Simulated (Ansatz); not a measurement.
The parent structure is TlBr in the CsCl type structure (space group Pm-3m, No. 221; a = 3.840 Å).

Method: LDA (Ansatz, a quantum-chemistry and plane-wave program, PAW, scalar-relativistic without spin-orbit coupling).

Base values:

Smallest direct gap: 1.37 eV
Valley order: X along ⟨100⟩ 1.37 eV; R along ⟨111⟩ 1.49 eV

The change: an isotropic linear strain of −2.00 %, atoms relaxed at fixed cell.

Task: What does the calculation give for the smallest direct gap and valley order after the change?

Result: The smallest direct gap shrinks by 0.192 eV (1.37 eV → 1.17 eV); the valley order (the lowest conduction-band minima on the path, energy above the VBM, named in the base's zone) becomes R along ⟨111⟩ 1.16 eV; X along ⟨100⟩ 1.17 eV (base: X along ⟨100⟩ 1.37 eV; R along ⟨111⟩ 1.49 eV).

With Tl present, leaving out spin-orbit coupling can change the band edges. Gaps are read on the SCF mesh and a high-symmetry path. No phonon test of stability was made.
